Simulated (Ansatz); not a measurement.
## YN: response to strain

Base system: YN in the rock salt structure (space group Fm-3m, No. 225).

```cif
data_N4Y4
_chemical_formula_sum 'Y4 N4'
_space_group_name_H-M_alt 'Fm-3m'
_space_group_IT_number 225
_space_group_name_Hall '-F 4 2 3'
_cell_length_a 4.85617
_cell_length_b 4.85617
_cell_length_c 4.85617
_cell_angle_alpha 90.000
_cell_angle_beta 90.000
_cell_angle_gamma 90.000
loop_
_atom_site_label
_atom_site_type_symbol
_atom_site_symmetry_multiplicity
_atom_site_Wyckoff_symbol
_atom_site_fract_x
_atom_site_fract_y
_atom_site_fract_z
_atom_site_occupancy
Y1 Y 4 a 0.00000 0.00000 0.00000 1
N1 N 4 b 0.50000 0.50000 0.50000 1
```
(The calculation used a cell of 2 atoms; values per cell refer to that cell.)

Strains are applied to the cell and any free atomic positions relax.

The values are results of PBEsol (Ansatz, an electronic-structure program; PAW; 420 eV plane waves; no SOC), not measurements.

Candidates:
(a) isotropic strain +1.50 %
(b) isotropic strain +0.50 %
(c) isotropic strain −2.50 %
(d) isotropic strain +1.00 %

For the base:

| Property | Result |
|---|---|
| Band gap | 0.08 eV |

Q: Order them by band gap, highest first.

A: (a) isotropic strain +1.50 % (0.16 eV), (d) isotropic strain +1.00 % (0.13 eV), (b) isotropic strain +0.50 % (0.10 eV), (c) isotropic strain −2.50 % (zero)

The mesh was chosen for an insulator and is coarse for the gapless case. Whether these cells are dynamically stable was not tested. The final runs are not spin-polarised. A zero or small gap of YN can be the functional's error rather than a property of the material.
